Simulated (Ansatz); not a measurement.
Where the default PAW files enter, the runs use the earlier of Ansatz's two default sets.

```yaml
crystal:
  lattice:
    - [3.20471, 0.00000, 0.00000]
    - [-1.60235, 2.77536, 0.00000]
    - [1.60235, -0.92512, 2.61663]
  atoms:
    - { symbol: B, position: [0.00000, 0.00000, 0.00000] }
    - { symbol: P, position: [0.25000, 0.75000, 0.25000] }
```

Space group of this cell: F-43m, zinc blende. The cell is taken as given.

Method: r2SCAN (plane waves, PAW; Ansatz, an electronic-structure program).

The current runs along the normal of the first two printed vectors; no spin-orbit coupling. Scaled by the factor s: the length along the current (ions clamped). Meshes 12×12×12 and 12×12 across the current in all rows.

| s | mean pressure (GPa) | band gap (eV) |
|---|---|---|
| 0.97 | 6.2 | 1.28 |
| 1.00 | 0.5 | 1.41 |
| 1.03 | -4.1 | ? |

Problem. Take the slope of the band gap against ln s from the two given rows, extrapolate to s = 1.03, and say what the run there gives.

Solution. Slope = (1.28 − 1.41) / ln 0.97 = 4.27 eV. The line gives 1.41 + (4.27) × ln 1.03 = 1.54 eV. The run gives 1.39 eV, 0.15 eV under the line, 116 % of the predicted step.
